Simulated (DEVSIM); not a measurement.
System: abrupt GaP n-p junction, at 300 K.

Layer 1 from the left is GaP, thickness (μm) 1.30, Nd (cm⁻³) 1.7e18, τn (s) 3.4e-7, τp (s) 3.4e-7. Layer 2 from the left is GaP, thickness (μm) 1.00, Na (cm⁻³) 2.1e17, τn (s) 3.4e-7, τp (s) 3.4e-7.

Left contact: ohmic. Right contact: ohmic. Voltage is applied to the left contact. Recombination: SRH at mid-gap. Mobility is μmin + (μ − μmin)/(1 + (N/Nref)^α).

The device is made up for the run: typed textbook-type constants, with dimensions and the other settings drawn at random. Values at 300 K.

GaP: gap (eV) 2.26, affinity (eV) 3.8, permittivity 11.1, Nc (cm⁻³) 1.8e19, Nv (cm⁻³) 1.9e19, μn (cm²/Vs) 250, μp (cm²/Vs) 150, μn,min 10, μp,min 10, Nref,n 4.4e18, Nref,p 1e18, αn 0.8, αp 0.85.

Model (solved in DEVSIM): 1D drift-diffusion, Boltzmann statistics, complete ionisation; no tunnelling, impact ionisation, image-force lowering or self-heating.

Dark forward current:

```csv
|V| (V),|J| (A/cm²)
0.70,1.342e-13
0.75,3.585e-13
0.80,9.599e-13
0.85,2.586e-12
0.90,6.979e-12
0.95,1.879e-11
1.00,5.060e-11
1.05,1.367e-10
1.10,3.706e-10
1.15,1.007e-9
1.20,2.747e-9
1.25,7.586e-9
1.30,2.147e-8
1.35,6.401e-8
1.40,2.122e-7
1.45,8.356e-7
1.50,4.039e-6
1.55,2.310e-5
1.60,0.0001462
1.65,0.0009714
1.70,0.006595
1.75,0.04517
1.80,0.3105
1.85,2.135
1.90,14.62
1.95,97.68
```

Task: Work out the local ideality factor n = ΔV / (kT/q · ln(J2/J1)) between the rows 0.70 and 0.75 V, 1.80 and 1.85 V, 1.90 and 1.95 V.

Result: kT/q = 25.85 mV. From 0.70 to 0.75 V: ln(3.585e-13/1.342e-13) = 0.983, n = 1.97, near the 2 of recombination in the depletion region. From 1.80 to 1.85 V: ln(2.135/0.3105) = 1.928, n = 1.00, near the 1 of diffusion or emission over a barrier. From 1.90 to 1.95 V: ln(97.68/14.62) = 1.899, n = 1.02, near the 1 of diffusion or emission over a barrier.

Task: Estimate the current at 1.75 V from the Shockley equation with J0 = Σ q ni² D/(N L) coth(W/L), τ joining the SRH, radiative and Auger lifetimes that are on, and W taken as the whole layer.

Result: ni² = 3.67 cm⁻⁶; holes in the n layer: μ = 64.5 cm²/Vs, D = 1.67 cm²/s, τ = 3.40e-7 s, L = 7.53 μm, W/L = 0.17, term 4.48e-33 A/cm²; electrons in the p layer: μ = 231 cm²/Vs, D = 5.96 cm²/s, τ = 3.40e-7 s, L = 14.2 μm, W/L = 0.070, term 1.67e-31 A/cm². J0 = 1.72e-31 A/cm², and J = J0 exp(qV/kT) = 0.0432 A/cm². The simulation gives 0.0452 A/cm²; the estimate lies 4.3 % below. The estimate leaves out recombination in the depletion region and that region's share of W.
